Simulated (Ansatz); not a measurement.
## Fluorite HfO2 (high-temperature phase)

Level of theory: RPBE (plane waves, PAW; Ansatz, a first-principles code).

Settings: plane-wave cutoff 520 eV, 8×8×8 k mesh, perturbation theory, scalar-relativistic PAW data made under PBE.

Cell (relaxed at this level):

```yaml
crystal:
  lattice:
    - [0.00000, 2.56649, 2.56649]
    - [2.56649, 0.00000, 2.56649]
    - [2.56649, 2.56649, 0.00000]
  atoms:
    - { symbol: Hf, position: [0.00000, 0.00000, 0.00000] }
    - { symbol: O, position: [0.25000, 0.25000, 0.25000] }
    - { symbol: O, position: [0.75000, 0.75000, 0.75000] }
```

```json
{
 "electronic dielectric constant ε∞": "5.27"
}
```

Note: symmetry holds this phase in the static calculation, where it need not be a minimum; the run finds an imaginary mode (235i cm⁻¹), so the cell is a saddle point at this level.

Spin–orbit coupling is not included.

Computing time: about 5 core-minutes (a rough figure).
